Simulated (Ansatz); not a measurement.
The parent structure is Y2N (space group P4/mmm, No. 123; a = 3.500 Å, c = 4.773 Å; a hypothetical phase, not in the database extracts checked; relaxed with 0.1 eV smearing). Axes: x, y, z lie along a, b, c of the conventional cell.

The values are results of PBE-D3(BJ) (Ansatz, a first-principles code; PAW; 420 eV plane waves; no spin-orbit coupling), not measurements.

For the base:

| Property | Result |
|---|---|
| Shortest interatomic distance | 4.510 bohr |

It is then changed as follows: uniaxial stress, 1 GPa compression along x, with the cell and atoms free to relax against it.

Estimate the effect on the energy relative to the base and shortest interatomic distance.

The energy rises by 0.4 meV/atom; the shortest interatomic distance goes up by 0.005 bohr, from 4.510 bohr to 4.515 bohr.

Load acts through the strain it causes; cell and atoms are relaxed under it. Stability under load was not tested beyond the relaxation. The base started in P4/nmm and relaxed to P4/mmm at this level. All final runs are without spin polarisation. An odd electron count without spin: Y2N.
